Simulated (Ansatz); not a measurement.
## Competing hops of interstitial O in polar orthorhombic HfO2, charge state -2

Defect migration in polar orthorhombic HfO2: interstitial O, charge state -2. These are PBE, PAW (plane waves to 420 eV; Ansatz, a program for electronic structure) values and carry that method's errors.

Settings: 96 host sites, the relaxed PBE lattice, the Γ point alone, smearing 0.01 eV, spin-restricted, no image-charge correction. No zero-point or tunnelling terms. Spin-orbit coupling is left out. The host's phase is taken as given; its stability against other phases was not computed. The charge state is imposed; whether it is stable for some Fermi level was not computed. Sites that were not tried may lie lower.

Barriers: single points on a 2×2×2 k-point mesh shifted by half a step at the bands' geometries.

```
Route                                        Start site over the lowest site run (eV)  Hop (Å)  Forward barrier (eV)  Backward barrier (eV)                                                                       Neighbours at the start                                                 Neighbours at the saddle  Saddle order  Forward, on the band's own sampling (eV)
-------------------------------------------  ----------------------------------------  -------  --------------------  ---------------------  --------------------------------------------------------------------------------------------  -----------------------------------------------------------------------  ------------  ----------------------------------------
several atoms move together, O the farthest                                      0.00     1.53                  0.48                   0.48  2 Hf at 2.09, Hf at 2.11; O at 2.33, O at 2.39, O at 2.44, O at 2.45, O at 2.61, O at 2.67 Å    2 Hf at 2.03; O at 2.40, O at 2.50, O at 2.52, O at 2.53, O at 2.57 Å   not checked                                      0.50
several atoms move together, O the farthest                                      0.00     1.87                  0.62                   0.62  2 Hf at 2.09, Hf at 2.11; O at 2.33, O at 2.39, O at 2.44, O at 2.45, O at 2.61, O at 2.67 Å  Hf at 2.01, Hf at 2.08, Hf at 2.17; O at 2.31, 2 O at 2.37, O at 2.59 Å   not checked                                      0.65
```

Paths come from nudged elastic bands with a climbing image. Of the routes that converged and passed our checks, the lowest saddle point lies 0.48 eV above the lowest of the sites run (several atoms move together, O the farthest); other sites, such as split forms, and other routes may lie lower. 

The whole set of runs took about 5 core-hours (a rough figure).
